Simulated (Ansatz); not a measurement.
Input:

End structure of a constructed model of the (110) surface of bcc Ta, a layer of Ag in place of the second plane (bottom of the slab: a bare face, its two planes held):

```xyz
6
Lattice="2.8744 0.0000 0.0000 -0.9581 2.7100 0.0000 0.0000 0.0000 27.5000" Properties=species:S:1:pos:R:3 pbc="T T T"
Ta     0.9581     1.3550     8.0327
Ta     0.0000     0.0000    10.3796
Ta     0.9581     1.3550    12.7142
Ta     0.0000     0.0000    14.9988
Ag     0.9581     1.3550    17.4135
Ta     0.0000     0.0000    19.7923
```

Model: 6-atom slab, 11.4 Å thick at the start, 14x14x1 mesh, Fermi-Dirac 0.1 eV, dipole correction, 2 atoms held, the rest relaxed; symmetry of the start imposed; no spin, no spin-orbit, no U. In PBE it lies 0.42 eV a 1x1 cell over the lowest computed structure of the same composition (a layer of Ag in place of the third plane).

Give the work function of the top face at the level PBE (Ansatz, a quantum-chemistry and plane-wave program).

4.96 eV
